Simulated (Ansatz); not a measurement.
# HfS2: 3 layers

The parent structure is HfS₂ in the CdI2 type structure (space group P-3m1, No. 164; a = 3.606 Å, c = 5.768 Å; layered, stacked along the Cartesian z axis).

It is then changed as follows: a free-standing slab of 3 layers (9 atoms, 3 a layer) is cut normal to the stacking axis, with 15 Å of vacuum and the in-plane cell relaxed.

Calculations: PBE-D3(BJ)/PAW in Ansatz (a first-principles code), spin-orbit coupling left out. k-mesh 11×11×1 (Γ-centred); smearing 0.05 eV (Fermi–Dirac), for the changed cell.

The layer's space group (with vacuum) amounts to P-3m1 (No. 164) and the shortest interatomic distance is nearly the same (254.1 pm against 254.2 pm). The band gap grows by 0.24 eV (0.85 eV → 1.09 eV) and the gap character is indirect, Γ → M. The smallest direct gap rises by 0.106 eV (1.81 eV → 1.91 eV) and the valence-band top at Γ (three highest levels, from the VBM) is 0.00, 0.00, -0.05 eV. The excess energy per area of both faces (slab less bulk energy over the cell's area: twice a surface energy) comes out as 0.42 J/m² and the in-plane lattice parameter a increases by 0.4 pm to 361.0 pm.

The excess energy carries the mismatch between the slab's and the bulk's meshes. With Hf present, leaving out spin-orbit coupling can change the band edges. Whether these cells are dynamically stable was not tested.
